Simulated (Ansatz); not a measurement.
The reference is ZnS in the zinc blende structure (space group F-43m, No. 216; a = 5.389 Å). Axes: x, y, z lie along the cube axes.

Calculations: r2SCAN (Ansatz, a quantum-chemistry and plane-wave program), no spin-orbit coupling.

Strains are applied to the cell and any free atomic positions relax.

One change was made to it. Results:

```csv
quantity,base,after
"pressure (mean of the normal stresses, compression positive)",0.00 GPa,2.08 GPa
electron mass,0.19 mₑ (at Γ),0.20 mₑ (at Γ)
hole mass,–,"0.22 mₑ along z, 0.65 mₑ across (at Γ)"
band gap,2.70 eV,2.76 eV
```

Task: Name the change that was made.
A) uniaxial strain ε_zz = −2.50 %
B) uniaxial strain ε_zz = −3.00 %
C) uniaxial strain ε_zz = −1.50 %
D) uniaxial strain ε_zz = −1.00 %

Result: A, uniaxial strain ε_zz = −2.50 %. For comparison, the pressure in the other runs: uniaxial strain ε_zz = −1.50 % gives 1.22 GPa; uniaxial strain ε_zz = −3.00 % gives 2.53 GPa; uniaxial strain ε_zz = −1.00 % gives 0.80 GPa.

Effective masses come from finite differences of ±0.01 Å⁻¹. Stability against distortions was not tested.
